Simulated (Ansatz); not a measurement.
The reference is FeS₂ (space group Pnnm, No. 58; a = 4.367 Å, b = 5.333 Å, c = 3.344 Å; non-magnetic). Axes: x, y, z lie along a, b, c of the conventional cell.

All numbers come from Kohn–Sham DFT with the PBEsol functional, run in Ansatz (a first-principles code) with PAW and 420 eV plane waves, scalar-relativistic without spin-orbit coupling, earlier PAW set.

Before the change:

Band gap: 0.91 eV
Pressure: 0.00 GPa

Now apply this change: a pure shear with ε_xy = ε_yx = -0.0293; the atoms relax in the strained cell.

Q: What does the calculation give for the band gap and pressure after the change?

A: The band gap drops by 0.058 eV (0.91 eV → 0.86 eV); the pressure (mean of the normal stresses, compression positive) goes from zero to 0.72 GPa.

Whether these cells are dynamically stable was not tested. Starting moments died away, wholly or in part, for the base; another magnetic solution may exist. The final runs are not spin-polarised.
